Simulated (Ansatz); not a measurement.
This concerns the reaction energy. Reaction: 1/2 KCl (rock salt) + 1/2 LiCl (rock salt) + Na (bcc) → NaCl (rock salt) + 1/2 Li (bcc) + 1/2 K (bcc). Negative: the products are lower in energy.

NaCl (rock salt, Fm-3m), 2 atoms in the cell, k-point mesh 10×10×10 on the run's own vectors.
```xyz
2
Lattice="0.0000 2.8475 2.8475 2.8475 0.0000 2.8475 2.8475 2.8475 0.0000" Properties=species:S:1:pos:R:3 pbc="T T T"
Na     0.0000     0.0000     0.0000
Cl     2.8475     2.8475     2.8475
```

Li (bcc, Im-3m), 1 atom in the cell, k-point mesh 24×24×24 on the run's own vectors. Conventional cell: a = 3.4374 Å, b = 3.4374 Å, c = 3.4374 Å, α = 90.00°, β = 90.00°, γ = 90.00°.

K (bcc, Im-3m), 1 atom in the cell, k-point mesh 16×16×16 on the run's own vectors. Conventional cell: a = 5.279 Å, b = 5.279 Å, c = 5.279 Å, α = 90.00°, β = 90.00°, γ = 90.00°.

KCl (rock salt, Fm-3m), 2 atoms in the cell, k-point mesh 10×10×10 on the run's own vectors.
```
CELL_PARAMETERS angstrom
      0.00000     3.18929     3.18929
      3.18929     0.00000     3.18929
      3.18929     3.18929     0.00000
ATOMIC_POSITIONS crystal
  K  0.00000 0.00000 0.00000
  Cl 0.50000 0.50000 0.50000
```

LiCl (rock salt, Fm-3m), 2 atoms in the cell, k-point mesh 12×12×12 on the run's own vectors.
```
CELL_PARAMETERS angstrom
      0.00000     2.57527     2.57527
      2.57527     0.00000     2.57527
      2.57527     2.57527     0.00000
ATOMIC_POSITIONS crystal
  Li 0.00000 0.00000 0.00000
  Cl 0.50000 0.50000 0.50000
```

Na (bcc, Im-3m), 1 atom in the cell, k-point mesh 20×20×20 on the run's own vectors. Conventional cell: a = 4.208 Å, b = 4.208 Å, c = 4.208 Å, α = 90.00°, β = 90.00°, γ = 90.00°.

Plane-wave PAW calculations with Ansatz (a program for electronic structure), its PAW set soft_1, cutoff 420 eV, 500 eV for r2SCAN. The structures are at rest with PBE; other levels are single points on them, but for the rows marked own geometry. HSE06 runs on coarser k-point meshes, mended by the PBE difference between the two meshes. Some cells are metallic or hold partly filled levels, where a hybrid on a coarse mesh is less sure. Neutral cells; Fermi-Dirac smearing of at most 0.10 eV in the solids, energies taken to zero width. The lattices are those relaxed with PBE, so at other levels the solids can be strained, which adds to the spread. A dispersion term (D3(BJ), or D4 for r2SCAN) was computed beside these levels and is taken off wherever the name lacks it. Space groups of crystals are read within 0.01 Å. Static lattices, no vibrational contributions.

Q: Estimate the value that PBE returns for this input.

A: 0.16 eV, for 1/2 KCl (rock salt) + 1/2 LiCl (rock salt) + Na (bcc) → NaCl (rock salt) + 1/2 Li (bcc) + 1/2 K (bcc).

Q: What do the other levels give, and how wide is the spread?

A: 
```json
[
 {"Functional": "PBE+D3(BJ)", "value (eV)": "0.16", "less PBE": "0.00"},
 {"Functional": "r2SCAN+D4", "value (eV)": "0.12", "less PBE": "-0.04"},
 {"Functional": "HSE06+D3(BJ)", "value (eV)": "0.15", "less PBE": "-0.01"},
 {"Functional": "r2SCAN (own geometry)", "value (eV)": "0.11", "less PBE": "-0.05"}
]
```

The levels shown span only 0.05 eV, too little to tell them apart.
